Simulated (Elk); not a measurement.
Elk run on Ca (Fm-3m, 1 atom in the cell): self-consistent single point.

Computed with PBEsol, all-electron FP-LAPW, Elk's shipped species files, default APW+lo basis (Elk).

```xyz
1
Lattice="0.0000 2.7900 2.7900 2.7900 0.0000 2.7900 2.7900 2.7900 0.0000" Properties=species:S:1:pos:R:3 pbc="T T T"
Ca     0.0000     0.0000     0.0000
```

Reference input (self-consistent single point, DFT, PBE, all-electron FP-LAPW, Elk's shipped species files, default APW+lo basis): xctype = 20; stype = 0; swidth = 0.00734986 Ha; ngridk = 8 8 8; maxscl = 100. This run's input differs from it in these lines:

```diff
@@ -4,3 +4,3 @@
 xctype
-  20
+  22
```

The program printed (abridged):

```
│ Self-consistent loop started │
│ Loop number : 1 │
 total energy                :     -680.754888720
│ Loop number : 2 │
 total energy                :     -680.738475159
RMS change in Kohn-Sham potential (target) :   0.3165333452     (  0.1000000000E-05)
Absolute change in total energy (target)   :   0.1641356150E-01 (  0.1000000000E-03)
│ Loop number : 3 │
 total energy                :     -680.257019449
RMS change in Kohn-Sham potential (target) :   0.2018393572     (  0.1000000000E-05)
Absolute change in total energy (target)   :   0.4855591006     (  0.1000000000E-03)
│ Loop number : 4 │
   [... lines left out ...]
Absolute change in total energy (target)   :   0.1234285460E-02 (  0.1000000000E-03)
│ Loop number : 11 │
 total energy                :     -679.569706600
RMS change in Kohn-Sham potential (target) :   0.1005295231E-05 (  0.1000000000E-05)
Absolute change in total energy (target)   :   0.2950100279E-03 (  0.1000000000E-03)
│ Loop number : 12 │
 total energy                :     -679.569707908
RMS change in Kohn-Sham potential (target) :   0.1072820950E-06 (  0.1000000000E-05)
Absolute change in total energy (target)   :   0.7244444305E-04 (  0.1000000000E-03)
Convergence targets achieved

│ Loop number : 13 │

Energies :
 Fermi                       :     0.100987161459
 total energy                :     -679.569707062

Density of states at Fermi energy :    34.19526482
 (states/Hartree/unit cell)

Estimated indirect band gap :   0.3602130699E-02
 from k-point     24 to k-point      9
Estimated direct band gap   :   0.1954076513E-01
 at k-point     26

Charges :
 core                        :    10.00000000
 valence                     :    10.00000000
 interstitial                :    1.891528643
 muffin-tins (core leakage)
  species :    1 (Ca)
   atom    1                 :    18.10847136     (  0.1962475515E-07)
 total in muffin-tins        :    18.10847136
 total calculated charge     :    20.00626507
 total charge                :    20.00000000
 error                       :   0.6265068945E-02

│ Self-consistent loop stopped │
```

The run converged in 13 iterations. The count includes the last loop, which Elk runs after its targets are met. 

The starting cell has typed, rounded lattice constants, without a prior relaxation at this level. Values depend on the basis (sphere radii, cutoffs, local orbitals), which need not be converged. The log's line on a gap gives a spacing of levels on this mesh, which the program prints for metals too.
